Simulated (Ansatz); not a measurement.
The starting structures come from a database of crystals and need not be the phases stable at ambient conditions.

By PBEsol, the system below comes out a metal.

Without scattering a metal conducts by its projected Fermi surface.

Data:

```xyz
2
Lattice="3.2426 0.0000 0.0000 0.0000 4.5858 0.0000 0.0000 2.2929 2.2929" Properties=species:S:1:pos:R:3 pbc="T T T"
Ti     0.0000     0.0000     0.0000
Al     1.6213     2.2929     0.0000
```

Space group of this cell: Pm-3m, CsCl type. The cell is strained (all lengths scaled by 1.02); by PBEsol its mean pressure is -8.2 GPa.

The current flows along the normal of the first two printed cell vectors, the (110) plane of the conventional cell. No spin-orbit coupling; the value is a mean over 0.1 eV about the Fermi level.

Problem. Predict the ballistic conductance per area from Ansatz (a first-principles code) with PBEsol.

Solution. 0.88 × 10¹⁵ S/m² for both spins.
